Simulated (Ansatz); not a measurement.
Consider MgO (space group P4_2/mnm, No. 136; a = 5.510 Å, c = 3.276 Å; a hypothetical phase, not in the database extracts checked). Axes: x, y, z lie along a, b, c of the conventional cell.

One thing is altered: the cell is compressed by 0.82 % along z with no lateral relaxation, atoms relaxed at fixed cell.

Levels (all Ansatz, an electronic-structure program, PAW): PBEsol (420 eV, no spin-orbit coupling); HSE06 (420 eV, scalar-relativistic without spin-orbit coupling).

The geometry is relaxed with PBEsol.

| Property | Result |
|---|---|
| PBEsol lowest conduction level above the VBM at special points | Γ 3.41 eV; X 5.58 eV; M 6.58 eV |

With HSE06 at the same geometry, the lowest conduction level above the VBM at special points becomes Γ 5.13 eV; X 7.36 eV; M 8.40 eV (PBEsol: Γ 3.41 eV; X 5.58 eV; M 6.58 eV).

Single points use the geometry relaxed with PBEsol. The hybrid gap comes from the SCF mesh plus the semilocal run's edge points and a few special points and is an upper bound. The levels and masses belong to the bands next to the band gap. The cells carry an imposed strain or load. Whether these cells are dynamically stable was not tested.
